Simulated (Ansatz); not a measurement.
Start from GaN in the wurtzite structure (space group P6_3mc, No. 186; a = 3.1833 Å, c = 5.1839 Å). Axes: x lies along a and z along c of the hexagonal cell.

All numbers come from plane-wave PAW DFT at the r2SCAN level (Ansatz, an electronic-structure program, 500 eV), spin-orbit coupling left out, earlier PAW set.

The change: every lattice vector is shortened by 0.87 %, atoms relaxed at fixed cell.

### Question
Predict the stress tensor and what it implies for the stiffness.

### Answer
Stress of the strained cell less that of the base (GPa, compression positive):
```
   5.45    0.00    0.00
   0.00    5.45    0.00
   0.00    0.00    5.41
```

Then B = −ΔP/(ΔV/V₀) with ΔV/V₀ = -0.0259 gives secant stiffness values (nonlinear terms included at this strain): B (at held cell shape, above the free-shape value) ≈ 210 GPa.

As a check, the harmonic strain energy −½ V₀ Δσ:ε is 5.0 meV/atom; the computed energy rise is 4.9 meV/atom.

No phonon test of stability was made.
